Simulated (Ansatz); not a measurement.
WC (space group P-6m2, No. 187)

```yaml
crystal:
  lattice:
    - [2.92185, 0.00000, 0.00000]
    - [-1.46093, 2.53040, 0.00000]
    - [0.00000, 0.00000, 2.84710]
  atoms:
    - { symbol: W, position: [0.00000, 0.00000, 0.00000] }
    - { symbol: C, position: [0.33333, 0.66667, 0.50000] }
```

Level of theory: Kohn–Sham DFT with the PBE functional, run in Ansatz (a program for electronic structure) with PAW and 420 eV plane waves, no spin-orbit coupling. Γ-centred 18×18×16 mesh, Fermi–Dirac width 0.05 eV.

| Quantity | Value |
|---|---|
| Volume per atom | 10.52 Å³ |
| Density | 15.45 g/cm³ |
| Band gap | zero |
| Total energy | -5318.029 eV/atom (σ→0; compares only within this code and set-up) |

Stability against distortions was not tested. The final runs are not spin-polarised.
